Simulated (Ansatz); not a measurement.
For Pd (fcc (Cu type), Fm-3m) at 750 K, the quasi-harmonic free energy with Ansatz (a program for electronic structure), PBEsol functional, plane-wave PAW gives a volume expansion coefficient α_V = 35.34 × 10⁻⁶ K⁻¹, an isothermal bulk modulus B_T = 200.4 GPa, a molar volume V_m = 8.774 cm³/mol and C_V = 27.66 J/(mol K). The pressure is 5 GPa. The structure is held there; whether it is the stable one at that pressure was not tested.

Question: Work out the Grüneisen parameter, C_P and the adiabatic bulk modulus.

Answer: γ = α_V B_T V_m / C_V = 2.25. C_P − C_V = α_V² B_T V_m T = 1.65 J/(mol K), so C_P = 29.31 J/(mol K). B_S = B_T C_P/C_V = B_T (1 + α_V γ T) = 212.3 GPa.

The PAW data sets were generated under PBE and serve the other functionals too.
